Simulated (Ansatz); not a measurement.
Relaxed 16-atom cells of (Ru,Co) in the hexagonal close-packed type, of low symmetry and near-random order, with the end members in the same type and cell. Left out are ordered and sheared cells and those that changed their type; one cell stands for each fraction.

All values below come from PBE (plane waves to 420 eV, PAW; Ansatz, an electronic-structure program). No spin–orbit coupling.

```tsv
cell	fraction of Co	volume (Å³/atom)
Ru	0	13.77
CoRu3	0.2500	13.04
CoRu	0.5000	withheld
Co3Ru	0.7500	11.60
Co7Ru	0.8750	11.27
Co	1	10.86
```

### Question
Fit y = y0 + (y1 − y0) x − b x (1 − x), with y0 and y1 the end rows to the rows shown by least squares, with x the second column and y the third, and predict the withheld row.

### Answer
The fit gives b = -0.08, with a root-mean-square miss of 0.019 on the rows shown. At x = 0.5000 it predicts 12.33; the run gives 12.33, a miss of 0.00.
